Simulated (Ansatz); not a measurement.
# CdTe: response to strain

Take CdTe in the zinc blende structure (space group F-43m, No. 216; a = 6.5578 Å) as the base. Axes: x, y, z lie along the cube axes.

Strains are applied to the cell and any free atomic positions relax; under biaxial strain the out-of-plane vector relaxes too.

Computed with r2SCAN (Ansatz, a program for electronic structure; PAW; 500 eV plane waves; scalar-relativistic without spin-orbit coupling).

```tsv
biaxial strain, plane normal [111], relaxed out of plane (%)	band gap (eV)
0	1.17
0.42	1.12
0.83	1.08
1.25	1.05
1.67	?
2.08	0.98
```

Question: Fit E_g = E₀ + Dε (ε in %) to the rows shown and predict the withheld row.

Answer: Least squares on the printed values gives E₀ = 1.16 eV, D = -89.4 meV per % of strain (largest residual 0.01 eV); this predicts 1.01 eV, and the run gives 1.01 eV, in agreement.

Spin-orbit coupling, missing from the scalar runs, can matter with Te. Whether these cells are dynamically stable was not tested.
